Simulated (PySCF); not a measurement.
PySCF 2.14.0, BP86/def2-svp, df: Sn(Vi)(OH)(NH2)2 (C=[CH][Sn]([NH2])([NH2])[OH]), 14 atoms. The geometry is a generated start, not checked to be a minimum at this level.

```
Quantity                                             Value
-------------------------  -------------------------------
task                                                energy
method                                                bp86
basis                                             def2-svp
two-electron scheme                        density fitting
mol.max_memory                                     3000 MB
mf.max_cycle                                           100
mf.conv_tol                                1e-09 (default)
mf.grids.level                                 3 (default)
effective core potentials  those of the basis set, past Kr
basis functions                                        136
grid points                                         170544
```

```xyz
14

C      2.3559    -0.5914     0.7086
C      1.5636    -0.6003    -0.3420
Sn    -0.4829     0.0888    -0.3063
N     -0.7493     1.3898     1.2372
N     -2.0250    -1.2301    -0.1693
O     -0.8434     0.9786    -2.0504
H      2.0286    -0.2400     1.6720
H      3.3786    -0.9368     0.6447
H      1.9068    -0.9488    -1.3047
H     -1.7259     1.4677     1.4965
H     -0.4263     2.3284     1.0351
H     -2.2377    -1.6448    -1.0682
H     -1.8420    -1.9935     0.4751
H     -0.9009     1.9324    -2.0283
```

With the defaults (mf.DIIS = CDIIS, mf.diis = true, mf.init_guess = minao, mf.diis_damp = 0, mf.level_shift = 0, mf.diis_space = 8) it converges in 17 Fock builds. One run each on 2 threads, 1 BLAS thread, with these changes:
- mf.DIIS = ADIIS
- mf.diis = false
- mf.init_guess = huckel
- mf.level_shift = 0.1 Hartree
- mf.init_guess = mod_huckel
- mf.level_shift = 0.3 Hartree
- mf.diis_space = 3
- mf.DIIS = EDIIS
- mf.diis_damp = 0.3

Q: Name the settings that don't reach the solution of the defaults.

A: No convergence: mf.DIIS = EDIIS; mf.diis = false (the run ends without SCF convergence in 100 cycles). The rest reach the solution of the defaults.

```csv
setting,Fock builds,end
the defaults,17,same solution
mf.diis_damp = 0.3,17,same solution
mf.level_shift = 0.1 Hartree,17,same solution
mf.init_guess = huckel,19,same solution
mf.init_guess = mod_huckel,20,same solution
mf.level_shift = 0.3 Hartree,24,same solution
mf.DIIS = ADIIS,34,same solution
mf.diis_space = 3,55,same solution
mf.DIIS = EDIIS,101,no convergence
mf.diis = false,101,no convergence
```
